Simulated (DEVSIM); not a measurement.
System: Ti/Al2O3/p-In0.53Ga0.47As capacitor, at 300 K.

```csv
layer (left to right),material,thickness (nm),Na (cm⁻³)
1,Al2O3,7.10,-
2,In0.53Ga0.47As,3500,2.6e16
```

Metal gate on the left, work function 4.33 eV. Fixed charge at the semiconductor interface 0 cm⁻² (in units of +e); no interface traps.

The device is made up for the run: typed textbook-type constants, with dimensions and the other settings drawn at random. Values at 300 K.

```tsv
parameter	Al2O3	In0.53Ga0.47As
gap (eV)	6.8	0.74
affinity (eV)	1.35	4.51
permittivity	9	13.9
Nc (cm⁻³)	-	2.1e17
Nv (cm⁻³)	-	7.7e18
```

DEVSIM, 1D Poisson equation in equilibrium, Boltzmann statistics, complete ionisation; no quantum confinement or tunnelling. Metal contacts follow the ideal Schottky-Mott rule: no Fermi-level pinning, no interface dipoles.

Base results: threshold voltage (band bending 2φF) (V) -0.17; flat-band voltage (V) -0.77; capacitance of the dielectric stack (μF/cm²) 1.12; minimum of the low-frequency capacitance (μF/cm²) 0.0752.

### Question
What follows from this one change: Al2O3 thickness 0.0071 → 0.0085 μm?

### Answer
threshold voltage (band bending 2φF) -0.17 → -0.15 V; flat-band voltage little changed (-0.77 V); capacitance of the dielectric stack 1.12 → 0.938 μF/cm²; minimum of the low-frequency capacitance little changed (0.0739 μF/cm²).

### Question
What follows from this one change: fixed charge 0 → 8.55e+11 cm^-2?

### Answer
threshold voltage (band bending 2φF) -0.17 → -0.29 V; flat-band voltage -0.77 → -0.89 V; capacitance of the dielectric stack little changed (1.12 μF/cm²); minimum of the low-frequency capacitance little changed (0.0750 μF/cm²).

### Question
What follows from this one change: substrate doping 2.6e+16 → 2.6e+15 cm^-3?

### Answer
threshold voltage (band bending 2φF) -0.17 → -0.28 V; flat-band voltage -0.77 → -0.71 V; capacitance of the dielectric stack little changed (1.12 μF/cm²); minimum of the low-frequency capacitance 0.0752 → 0.0291 μF/cm².
